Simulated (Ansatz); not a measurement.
For AlB2-type YSi₂, PBEsol (plane waves, PAW; Ansatz, an electronic-structure program) gives:

- lattice parameter a: 4.067 Å
- lattice parameter c: 3.893 Å

Task: What does r²SCAN (Ansatz, PAW) give for the same quantities?

Result: 
- lattice constant a: 4.071 Å (grows by 0.1 %)
- lattice parameter c: 3.997 Å (grows by 2.7 %)

Changes are worked out from the printed values.

Unless a cell is named, each level is at its own relaxed cell (PBEsol 18.59, r²SCAN 19.12 Å³/atom).

Caveats: the relaxation could not lower the start's symmetry, so the cell can be a saddle point above a distorted one (PBEsol, r²SCAN). Ansatz's density-functional and Hartree–Fock values are scalar-relativistic unless marked +SOC, with PAW data made under PBE.
